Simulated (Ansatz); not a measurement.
Base system: ZnO in the wurtzite structure (space group P6_3mc, No. 186; a = 3.2298 Å, c = 5.2148 Å). Axes: x lies along a and z along c of the hexagonal cell.

Perturbation: uniaxial stress, 8 GPa compression along x; all other stress components relax to zero.

Levels (all Ansatz, a program for electronic structure, PAW): PBEsol (420 eV, no spin-orbit coupling); r2SCAN (500 eV, spin-orbit coupling left out); HSE06 (420 eV, without spin-orbit coupling).

At the geometry relaxed with PBEsol, these levels gave the following band gaps, in shuffled order: (a) 1.11 eV, (b) 0.56 eV, (c) 2.39 eV.

Match each gap to its level.

(a) r2SCAN; (b) PBEsol; (c) HSE06.

Single points use the geometry relaxed with PBEsol. Load acts through the strain it causes; cell and atoms are relaxed under it. Stability under load was not tested beyond the relaxation.
